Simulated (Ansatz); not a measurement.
Start from CoPdO$_{2}$ (space group R-3m, No. 166; a = 2.825 Å, c = 17.762 Å (hexagonal axes); not spin-polarised; relaxed with 0.1 eV smearing). Axes: x lies along a and z along c of the hexagonal cell.

Computed with Ansatz (a quantum-chemistry and plane-wave program), r2SCAN, PAW, cutoff 500 eV, no spin-orbit coupling, earlier PAW set.

One thing is altered: an isotropic linear strain of +1.13 %; the atoms relax in the strained cell.

Task: Predict the stress tensor and what it implies for the stiffness.

Result: Stress of the strained cell less that of the base (GPa, compression positive):
```
   -6.4     0.0     0.0
    0.0    -6.4     0.0
    0.0     0.0    -8.9
```

Then B = −ΔP/(ΔV/V₀) with ΔV/V₀ = 0.0343 gives secant stiffness values (nonlinear terms included at this strain): B (at held cell shape, above the free-shape value) ≈ 212 GPa.

As a check, the harmonic strain energy −½ V₀ Δσ:ε is 7.9 meV/atom; the computed energy rise is 8.2 meV/atom.

No phonon test of stability was made. No Hubbard U is applied and the magnetic state is the run's own (CoPdO2 not spin-polarised); small cells can't hold the antiferromagnetic order that many such compounds have, so gaps and moments can be off. All final runs are without spin polarisation.
